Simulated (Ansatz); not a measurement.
Start from Os in the hcp (Mg type) structure (space group P6_3/mmc, No. 194; a = 2.739 Å, c = 4.317 Å). Axes: x lies along a and z along c of the hexagonal cell.

Computed with r2SCAN (Ansatz, a quantum-chemistry and plane-wave program, PAW, without spin-orbit coupling), earlier PAW set.

Free-standing slabs (1 atom(s) a layer) normal to the z axis with 15 Å of vacuum; in-plane cell held at bulk.

One change was made to it. Results:

The band gap remains zero; the shortest interatomic distance shrinks by 0.058 Å, from 2.676 Å to 2.618 Å.

Problem. Which change produced these results?
A) 1 layer
B) 2 layers
C) 4 layers
D) 6 layers

Solution. C, 4 layers. For comparison, the shortest interatomic distance in the other runs: 2 layers gives 2.557 Å; 6 layers gives 2.606 Å; 1 layer gives 2.739 Å.

No phonon test of stability was made. The final runs are not spin-polarised.
